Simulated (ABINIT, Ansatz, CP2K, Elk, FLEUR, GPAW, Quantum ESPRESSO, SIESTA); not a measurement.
# One structure in several programs: Ru (P6_3/mmc, 2 atoms in the cell)

Self-consistent single point, at a second geometry (lattice scaled by 0.98). First geometry:

```xyz
2
Lattice="1.3550 -2.3469 0.0000 1.3550 2.3469 0.0000 0.0000 0.0000 4.2800" Properties=species:S:1:pos:R:3 pbc="T T T"
Ru     1.3550     0.7823     1.0700
Ru     1.3550    -0.7823     3.2100
```

Shared settings, as Ansatz (a program for electronic structure) writes them: kpoints.mp_grid.grid = 9 9 5; scf.occupations.method = fermi_dirac; scf.occupations.width = 0.136 eV. Potentials and cutoffs stand in the table.

```tsv
code	model	ΔF from the first geometry (meV/atom)	pressure (GPa)	cutoff
Quantum ESPRESSO	PBE, PSlibrary ultrasoft (PBE) pseudopotentials	76.7	26.03	60 Ry
Ansatz	PBE, default PAW files	73.3	26.77	default
CP2K	PBE, GPW, DZVP-MOLOPT-SR-GTH basis, GTH-PBE potentials (GTH_POTENTIALS)	77.6	28.01	grid 500 Ry
SIESTA	GGA PBE, numerical atomic orbitals TZP, PseudoDojo PBE standard norm-conserving potentials (rewritten from UPF to PSML)	87.5	29.78	grid 300 Ry
FLEUR	PBE, all-electron FLAPW (FLEUR), scalar-relativistic valence	78.4	–	Kmax 4.3 1/bohr
Elk	PBE, all-electron FP-LAPW, Elk's shipped species files, default APW+lo basis	83.9	–	rgkmax 7
GPAW	PBE, GPAW PAW datasets PBE (gpaw-data 1.0.1)	69.2	25.23	550 eV
ABINIT	PBE, norm-conserving pseudopotentials (PseudoDojo nc-sr-05 PBE standard)	76.1	27.43	42 Ha
```

For Quantum ESPRESSO (by 1.5 GPa) and GPAW (by 0.5 GPa) the energy change implies a higher mean pressure, against the two pressures, than for the other programs: a sign of finite-basis (Pulay) stress.

A dash marks a value that a program does not give, or that is left out as unsure.

On Ansatz's run: spin polarisation is off.

The spread over the programs that give each value: ΔF from the first geometry within 18.3 meV/atom; pressure within 4.55 GPa.

CP2K and SIESTA use small atom-centred bases, whose incompleteness enters pressures, forces and empty levels differently from a plane-wave cutoff. FLEUR and Elk treat all electrons, but the usual bases taken here (sphere radii, linearisation, local orbitals, empty states) were not tested for convergence, so the values are no reference for the others. Ansatz's pressure is given at a fixed set of plane waves, as the other plane-wave codes print theirs; with its correction for the finite basis it is 26.87 GPa. In the pressure, CP2K (by 1.61), SIESTA (by 3.38), GPAW (by 1.17) and ABINIT (by 1.03) lie more than 1 GPa from the median of the plane-wave programs.

The starting cell has typed, rounded lattice constants, without a prior relaxation at this level. For this run, on top of that: lattice scaled by 0.98.

Keys are those of Ansatz 0.2.
